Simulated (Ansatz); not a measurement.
This Ansatz (an electronic-structure program) input is the reference run, Sn in the diamond structure (space group Fd-3m, No. 227), computed with PBEsol (Ansatz), no spin-orbit coupling, earlier PAW set:

Ansatz 0.2 input:
```yaml
crystal:
  lattice:
    - [0, 3.2704565382, 3.2704565382]
    - [3.2704565382, 0, 3.2704565382]
    - [3.2704565382, 3.2704565382, 0]
  atoms:
    - { symbol: Sn, position: [0.25, 0.25, 0.25] }
    - { symbol: Sn, position: [0, 0, 0] }
basis: { ecutwfc: 420, ecutrho_ratio: 4, xc_grid: 2, fft_grid_basis: typed }
kpoints: { mp_grid: { grid: [12, 12, 12] } }
hamiltonian:
  xc: pbesol
  dispersion: none
  pseudopotentials: { azcp: { folder: ./paw }, kind: paw }
scf: { occupations: { method: fermi_dirac, width: 0.05 }, convergence: { dr2_threshold: 0.0000000002 } }
output: { forces: true, stress: true }
checkpoint: { write: state.ck, write_every: 1000 }
```

**Question.** Write the input for this change: a free-standing slab of 1 layer (2 atoms, 2 a layer) is cut normal to [110], with 15 Å of vacuum and the in-plane cell held at bulk.

**Answer.** 
Ansatz 0.2 input:
```yaml
crystal:
  lattice:
    - [4.6251239915, 0, 0]
    - [0, 6.5409130764, 0]
    - [0, 0, 15]
  atoms:
    - { symbol: Sn, position: [0.75, 1, 0.5] }
    - { symbol: Sn, position: [0.25, 0.25, 0.5] }
basis: { ecutwfc: 420, ecutrho_ratio: 4, xc_grid: 2, fft_grid_basis: typed }
kpoints: { mp_grid: { grid: [10, 7, 1] } }
hamiltonian:
  xc: pbesol
  dispersion: none
  pseudopotentials: { azcp: { folder: ./paw }, kind: paw }
scf: { occupations: { method: fermi_dirac, width: 0.05 }, convergence: { dr2_threshold: 0.0000000002 } }
relax: { f_tol: 0.01, max_steps: 50 }
output: { forces: true, stress: true }
checkpoint: { write: state.ck, write_every: 1000 }
```
This is the input that was run; other choices of cell and start would serve too.

Stability against distortions was not tested.
